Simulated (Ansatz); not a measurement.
The starting structures come from a database of crystals and need not be the phases stable at ambient conditions.

# Evanescent states of Tl$_{2}$CdSnTe$_{4}$ (I-42m, not sure to be the ambient phase, 8 atoms a cell, 34.5 Å³ an atom) along the normal of (110)

The numbers are results of r2SCAN (plane waves, PAW; Ansatz, an electronic-structure program), not measurements.

No gap correction and no spin-orbit coupling; mid-gap values are interpolated between computed energies.

Energies count from the valence-band top; κ is the least over a 6×6 mesh across the current.

```json
[
 {"E (eV)": "0.03", "κ (1/Å)": "0.050", "where": "off Γ"},
 {"E (eV)": "0.09", "κ (1/Å)": "0.082", "where": "off Γ"},
 {"E (eV)": "0.15", "κ (1/Å)": "0.102", "where": "off Γ"},
 {"E (eV)": "0.21", "κ (1/Å)": "0.116", "where": "off Γ"},
 {"E (eV)": "0.27", "κ (1/Å)": "0.127", "where": "off Γ"},
 {"E (eV)": "0.33", "κ (1/Å)": "0.129", "where": "off Γ"},
 {"E (eV)": "0.39", "κ (1/Å)": "0.124", "where": "off Γ"},
 {"E (eV)": "0.45", "κ (1/Å)": "0.118", "where": "off Γ"},
 {"E (eV)": "0.51", "κ (1/Å)": "0.110", "where": "off Γ"},
 {"E (eV)": "0.57", "κ (1/Å)": "0.099", "where": "off Γ"},
 {"E (eV)": "0.63", "κ (1/Å)": "0.085", "where": "off Γ"},
 {"E (eV)": "0.69", "κ (1/Å)": "0.066", "where": "off Γ"},
 {"E (eV)": "0.75", "κ (1/Å)": "0.031", "where": "off Γ"}
]
```

How thick must the barrier be to attenuate the transmission by 10^8 when the electrodes' Fermi level lies at 0.21 eV, and what attenuation does that film give at 0.45 eV?

d = 8 ln 10 / (2 × 0.116) = 79.4 Å. At 0.45 eV it gives 8 × 0.118/0.116 = 8.1 decades.
